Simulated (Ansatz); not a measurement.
Consider the following.

```
KTaO3
1.0
    3.86444     0.00000     0.00000
    0.00000     3.86444     0.00000
    0.00000     0.00000     3.86444
K Ta O
1 1 3
Cartesian
  0.00000   0.00000   0.00000
  1.93222   1.93222   1.93222
  0.00000   1.93222   1.93222
  1.93222   1.93222   0.00000
  1.93222   0.00000   1.93222
```

No spin polarisation.

The values are results of Ansatz (an electronic-structure program) PBE, no spin-orbit coupling, not measurements. Γ-centred 8×8×8 mesh, Fermi–Dirac width 0.05 eV.

Problem. Predict the band gap, gap character, width of the top valence band and smallest direct gap.

Solution. The band gap is 2.43 eV and the gap character is indirect, R → Γ. The width of the top valence band is 1.14 eV and the smallest direct gap is 2.96 eV.

With Ta present, leaving out spin-orbit coupling can change the band edges. Load acts through the strain it causes; cell and atoms are relaxed under it. Whether these cells are dynamically stable was not tested. Competing high-pressure phases were not computed. The cell was made from KTaO₃ in the cubic perovskite structure (space group Pm-3m, No. 221) by this change: pressure 30 GPa.
